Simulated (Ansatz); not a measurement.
A 16-atom cell of In(As,Sb) started in the zinc blende structure, site fractions As 0.125, Sb 0.875, short-range order -0.14 in the first shell of the mixed sites (0 is random, a negative value favours unlike neighbours), space group F-43m at the end, an ordered arrangement that its symmetry holds. The mixed sublattice has 8 sites.

The mixing enthalpy is taken against the end members in the zinc blende type, relaxed in the same cell and mesh.

Calculation: PBE (plane waves to 420 eV, PAW; Ansatz, a program for electronic structure). No spin–orbit coupling; with elements this heavy it can move edges by tenths of an eV. Its k-point mesh 4×4×4, Fermi–Dirac width 0.01 eV.

```
cell      energy at zero smearing (eV)
--------  ----------------------------
InAs                        -83635.726
InSb                        -96660.668
In8AsSb7                    -95032.399
```

### Question
Work out the mixing enthalpy per mixed site and the interaction parameter Ω of a regular solution.

### Answer
With x = 7/8 of the second end member, ΔH = [-95032.399 − 1/8 × (-83635.726) − 7/8 × (-96660.668)] / 8 = 19 meV against the separate end members. Ω = ΔH / x(1 − x) = 172 meV.
